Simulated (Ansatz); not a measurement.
System: Zn8Cu5 (I-43m, No. 217). Method: r²SCAN in Ansatz (PAW).

Run with plane-wave cutoff 560 eV, 10×10×10 k mesh, Fermi–Dirac smearing 0.05 eV, no spin polarisation, scalar-relativistic PAW data made under PBE.

Pressure at four volumes; x = ln(V/12.821 Å³). One pressure is withheld.

| V (Å³/atom) | x | P (GPa) |
|---|---|---|
| 12.308 | -0.0408 | ? |
| 12.565 | -0.0202 | 2.65 |
| 12.821 | 0.0000 | -0.01 |
| 13.334 | 0.0392 | -4.46 |

Question: Pass a parabola P(x) through the three rows shown, estimate the bulk modulus and its pressure derivative near zero pressure, and predict the withheld pressure.

Answer: Slopes between the rows: (-0.01 − (2.65))/(0.0000 − (-0.0202)) = -131.68 and (-4.46 − (-0.01))/(0.0392 − (0.0000)) = -113.52 GPa. Their difference over the span 0.0594 is c = 18.16/0.0594 = 305.7 GPa, so P(x) = 2.65 + (-131.68)(x − (-0.0202)) + 305.7 (x − (-0.0202))(x − (0.0000)). At the middle row B = −dP/dx = −[-131.68 + 305.7 × 0.0202] = 125.5 GPa, and B′ = dB/dP = 2c/B = 4.9. At x = -0.0408 the parabola gives 5.62 GPa; the run gives 5.65 GPa. The Birch–Murnaghan fit to the energies at all volumes has B0 = 125 GPa and B′ = 5.0.

Ansatz is a program for electronic structure.
